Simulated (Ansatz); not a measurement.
Start from MoS2 in the 2H-MoS2 type structure (space group P6_3/mmc, No. 194; a = 3.149 Å, c = 12.091 Å; layered, stacked along the Cartesian z axis). Axes: x lies along a and z along c of the hexagonal cell.

(Cell as relaxed with PBE-D3(BJ).)

Levels (all Ansatz, a quantum-chemistry and plane-wave program, PAW, earlier PAW set): PBE-D3(BJ) (420 eV, scalar-relativistic without spin-orbit coupling); r2SCAN+rVV10 (500 eV, no spin-orbit coupling).

Each level relaxes its own structure.

```json
[
 {"base": "volume per atom", "PBE-D3(BJ)": "17.31 Å³", "r2SCAN+rVV10": "18.08 Å³"},
 {"base": "lattice parameter a", "PBE-D3(BJ)": "5.952 bohr", "r2SCAN+rVV10": "5.996 bohr"},
 {"base": "band gap", "PBE-D3(BJ)": "0.78 eV", "r2SCAN+rVV10": "1.01 eV"}
]
```

It is then changed as follows: tensile biaxial strain of 2.00 % in the plane normal to [001], as in epitaxy on a mismatched substrate; the out-of-plane cell vector and the atoms relax.

```json
[
 {"quantity": "mean in-plane stress (compression positive)", "PBE-D3(BJ)": "-5.3 GPa", "r2SCAN+rVV10": "(withheld)"},
 {"quantity": "shortest interatomic distance", "PBE-D3(BJ)": "4.562 bohr", "r2SCAN+rVV10": "(withheld)"}
]
```

Problem. Predict the r2SCAN+rVV10 column.

Solution. 
- mean in-plane stress (compression positive), r2SCAN+rVV10: -5.4 GPa
- shortest interatomic distance, r2SCAN+rVV10: 4.571 bohr

PBE-D3(BJ)'s in-plane stress lies 0.1 GPa above r2SCAN+rVV10's; PBE-D3(BJ)'s shortest interatomic distance lies 0.009 bohr below r2SCAN+rVV10's (0.2 %). Neither level is exact; r2SCAN+rVV10 is the comparison here, not a measurement.

No phonon test of stability was made.
